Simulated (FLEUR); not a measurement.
## Several settings converged on BePd (P4mm, 2 atoms in the cell)

```
CELL_PARAMETERS angstrom
      2.80321     0.00000     0.00000
      0.00000     2.80321     0.00000
      0.00000     0.00000     2.80321
ATOMIC_POSITIONS crystal
  Be 0.00000 0.00000 0.01784
  Pd 0.50000 0.50000 0.50000
```

Base method: PBEsol, all-electron FLAPW (FLEUR), scalar-relativistic valence run with FLEUR.

Base settings: Kmax = 4.1 1/bohr; GmaxXC = 14.3 1/bohr; xcFunctional = PBEs; jspins = 1; l_soc = F; mode = hist; fermiSmearingEnergy = 0.00367493 Htr; mesh (inpgen div1-3) = 5 5 5; inpgen gamma flag = false; Gmax = 14.3 1/bohr.

Core times come from one kind of shared machine, to one figure; runs under 30 s give none.

**The k-point mesh**

Moved along: kpt_gamma.

The second cell is the first with its lattice scaled by 0.98.

Only quantities that move along the ladder and can be compared are tabulated.

| kpt_div | free energy less the last step's (meV/atom) | energy of the compressed cell less the first (meV/atom) | largest difference of a force vector from the last step's (eV/Å) | core time / last (rough) |
|---|---|---|---|---|
| 2 2 2 | 777.72 | 60.09 | 0.139 | 0.2 |
| 4 4 4 | 73.33 | 29.47 | 0.013 | 0.3 |
| 5 5 5 | -28.17 | 19.03 | 0.007 | 0.3 |
| 7 7 7 | -2.61 | 22.71 | 0.002 | 0.3 |
| 9 9 9 | 0.65 | 22.23 | 0.001 | 0.4 |
| 11 11 11 | 0.00 | 22.24 | 0.000 | 1 |

Coarsest kpt_div that holds the forces within 0.005 eV/Å of the last step, with all finer ones: 7 7 7, at about 0.3 of the last step's time; the step before is off by 0.007 eV/Å.

Coarsest kpt_div that holds the free energy within 5 meV/atom of the last step, with all finer ones: 7 7 7, at about 0.3 of the last step's time; the step before is off by 28 meV/atom.

Coarsest kpt_div that holds the energy of the compressed cell less the first within 1 meV/atom of the last step, with all finer ones: 7 7 7, at about 0.3 of the last step's time; the step before is off by 3.2 meV/atom.

The energy difference between the two cells stays within 1 meV/atom of the last step's from 7 7 7 on, the total only from 9 9 9 on: much of the error is common to both cells and cancels.

**The k-point mesh at a smearing width of 0.02 eV**

In this ladder: fermiSmearingEnergy = 0.00073499 Htr. Moved along: kpt_gamma.

Only quantities that move along the ladder and can be compared are tabulated.

```csv
kpt_div,free energy less the last step's (meV/atom),largest difference of a force vector from the last step's (eV/Å),core time / last (rough)
4 4 4,87.36,0.013,0.1
6 6 6,14.25,0.001,0.2
9 9 9,1.22,0.004,0.3
13 13 13,0.98,0.001,0.5
15 15 15,0.00,0.000,1
```

Coarsest kpt_div that holds the forces within 0.005 eV/Å of the last step, with all finer ones: 6 6 6, at about 0.2 of the last step's time; the step before is off by 0.013 eV/Å.

Coarsest kpt_div that holds the free energy within 5 meV/atom of the last step, with all finer ones: 9 9 9, at about 0.3 of the last step's time; the step before is off by 14 meV/atom.

**The k-point mesh at a smearing width of 0.3 eV**

In this ladder: fermiSmearingEnergy = 0.0110248 Htr. Moved along: kpt_gamma.

Only quantities that move along the ladder and can be compared are tabulated.

| kpt_div | free energy less the last step's (meV/atom) | largest difference of a force vector from the last step's (eV/Å) | core time / last (rough) |
|---|---|---|---|
| 4 4 4 | 47.68 | 0.014 | – |
| 6 6 6 | 6.09 | 0.000 | 0.2 |
| 9 9 9 | 0.39 | 0.000 | 0.2 |
| 13 13 13 | 0.02 | 0.000 | 0.7 |
| 15 15 15 | 0.00 | 0.000 | 1 |

Coarsest kpt_div that holds the forces within 0.005 eV/Å of the last step, with all finer ones: 6 6 6, at about 0.2 of the last step's time; the step before is off by 0.014 eV/Å.

Coarsest kpt_div that holds the free energy within 2 meV/atom of the last step, with all finer ones: 9 9 9, at about 0.2 of the last step's time; the step before is off by 6.1 meV/atom.

On the base run: the starting cell comes from a database of computed structures (which also holds hypothetical and non-ambient phases and stackings), without a prior relaxation at this level. Its lattice was rescaled by up to half a per cent. One atom was moved a little off its site on purpose. Spin polarisation is off. Values depend on the basis (sphere radii, cutoffs, local orbitals), which need not be converged.
